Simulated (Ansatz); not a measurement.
We consider bcc Eu, described by RPBE in Ansatz (plane waves, PAW).

Settings: plane-wave cutoff 520 eV, 18×18×18 k mesh, Fermi–Dirac smearing 0.05 eV, spin-polarised with parallel moments, scalar-relativistic PAW data made under PBE.

Cell (relaxed at this level):

```cif
data_Eu
_chemical_formula_sum 'Eu1'
_space_group_name_H-M_alt 'P 1'
_space_group_IT_number 1
_cell_length_a 3.92526
_cell_length_b 3.92526
_cell_length_c 3.92526
_cell_angle_alpha 109.471
_cell_angle_beta 109.471
_cell_angle_gamma 109.471
loop_
_space_group_symop_operation_xyz
  'x, y, z'
loop_
_atom_site_label
_atom_site_type_symbol
_atom_site_fract_x
_atom_site_fract_y
_atom_site_fract_z
_atom_site_occupancy
Eu1 Eu 0.00000 0.00000 0.00000 1
```
Starting moments (μB, in the order of the record's atoms Eu): 7.0.

Question: Give the computed bulk modulus, magnetic moment per atom (the cell's total over its atoms) and pressure derivative B′ of the bulk modulus.

Answer: 
- bulk modulus = 11.6 GPa
- magnetic moment per atom (the cell's total over its atoms) = 7.40 μB
- pressure derivative B′ of the bulk modulus = 2.4

The run finds no gap.

Measured, for comparison: bulk modulus 10.9 ± 0.6 GPa (room temperature, no zero-point or thermal correction, our sources range from 10.9 to 11.7; as tabulated in arXiv:1012.3782). Computed (rounded) less measured: bulk modulus +6 % (inside the range of the sources held).

Note: the 4f shell is treated without U or exact exchange, so its levels and filling can be wrong; the collinear magnetic order is the start's and need not be the measured one.

Moments are spin moments.

Spin–orbit coupling is not included.

Ansatz is a first-principles code.
